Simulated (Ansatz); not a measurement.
The starting structures come from a database of crystals and need not be the phases stable at ambient conditions.

Evanescent states of CsPbF3 (R3c, not sure to be the ambient phase, 10 atoms a cell, 22.0 Å³ an atom) along the normal of (101)

Computed with PBEsol (plane waves, PAW; Ansatz, an electronic-structure program).

The gap is the functional's own, uncorrected, and κ follows it; spin-orbit coupling is left out. Mid-gap values are interpolated between the computed energies.

Energies count from the valence-band top; κ is the least over a 6×6 mesh across the current.

```tsv
E (eV)	κ (1/Å)	where
0.09	0.118	Γ
0.26	0.201	Γ
0.42	0.257	Γ
0.59	0.303	Γ
0.77	0.348	Γ
0.94	0.394	Γ
1.10	0.397	Γ
1.27	0.398	Γ
1.45	0.396	Γ
1.61	0.391	Γ
1.78	0.383	Γ
1.96	0.373	Γ
2.12	0.360	Γ
2.29	0.345	Γ
2.46	0.325	Γ
2.63	0.303	Γ
2.81	0.275	Γ
2.98	0.241	Γ
3.15	0.197	Γ
3.31	0.135	Γ
```

Question: How thick must the barrier be to attenuate the transmission by 10^6 when the electrodes' Fermi level lies at 1.27 eV, and what attenuation does that film give at 1.61 eV?

Answer: d = 6 ln 10 / (2 × 0.398) = 17.4 Å. At 1.61 eV it gives 6 × 0.391/0.398 = 5.9 decades.
